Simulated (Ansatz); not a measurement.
Take CdF2 in the fluorite structure (space group Fm-3m, No. 225) as the base.

```yaml
crystal:
  lattice:
    - [0.00000, 2.74075, 2.74075]
    - [2.74075, 0.00000, 2.74075]
    - [2.74075, 2.74075, 0.00000]
  atoms:
    - { symbol: Cd, position: [0.00000, 0.00000, 0.00000] }
    - { symbol: F, position: [0.25000, 0.25000, 0.25000] }
    - { symbol: F, position: [0.75000, 0.75000, 0.75000] }
```

All numbers come from Kohn–Sham DFT with the PBE functional, run in Ansatz (a first-principles code) with PAW and 420 eV plane waves, scalar-relativistic without spin-orbit coupling.

Strains are applied to the cell and any free atomic positions relax.

One change was made to it. Results:

The gap character stays indirect, W → Γ; the energy rises by 0.9 meV/atom; the mean gap deformation potential ΔEg/Δln V amounts to -3.6 eV; the electron mass remains 0.38 mₑ (at Γ).

Task: Which of these changes matches the shifts?
(A) isotropic strain +3.00 %
(B) isotropic strain −1.50 %
(C) isotropic strain −2.50 %
(D) isotropic strain +2.50 %
(E) isotropic strain −0.50 %

Result: E, isotropic strain −0.50 %. For comparison, the energy relative to the base in the other runs: isotropic strain −2.50 % gives +25 meV/atom; isotropic strain +2.50 % gives +21 meV/atom; isotropic strain −1.50 % gives +8.6 meV/atom; isotropic strain +3.00 % gives +29 meV/atom.

Masses are band curvatures over ±0.01 Å⁻¹ around the edge. No phonon test of stability was made.
